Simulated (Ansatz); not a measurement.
The starting structures come from a database of crystals and need not be the phases stable at ambient conditions.

 Where the default PAW files enter, the runs use the earlier of Ansatz's two default sets.

Data:

```
LiMgVO4
1.0
    5.21029     0.00000     0.00000
   -2.07718     4.77833     0.00000
    0.00000     0.00000     6.32334
Li Mg V O
2 2 2 8
Direct
  0.16270   0.83730   0.75000
  0.83730   0.16270   0.25000
  0.50000   0.50000   0.50000
  0.50000   0.50000   0.00000
  0.85419   0.14581   0.75000
  0.14581   0.85419   0.25000
  0.73993   0.26007   0.97055
  0.26007   0.73993   0.02945
  0.26007   0.73993   0.47055
  0.73993   0.26007   0.52945
  0.26561   0.22591   0.25000
  0.73439   0.77409   0.75000
  0.22591   0.26561   0.75000
  0.77409   0.73439   0.25000
```

Space group of this cell: Cmcm. The cell is taken as given; by r2SCAN its mean pressure is -8.3 GPa.

Transport runs along the normal of the first two printed cell vectors.

No gap correction and no spin-orbit coupling; mid-gap values are interpolated between computed energies.

Problem. Compute, with r2SCAN in Ansatz (a program for electronic structure), the band gap and the smallest decay constant κ at mid-gap.

Solution. Gap 3.55 eV on a 6×6×6 mesh; κ = 0.526 1/Å, at the zone centre.
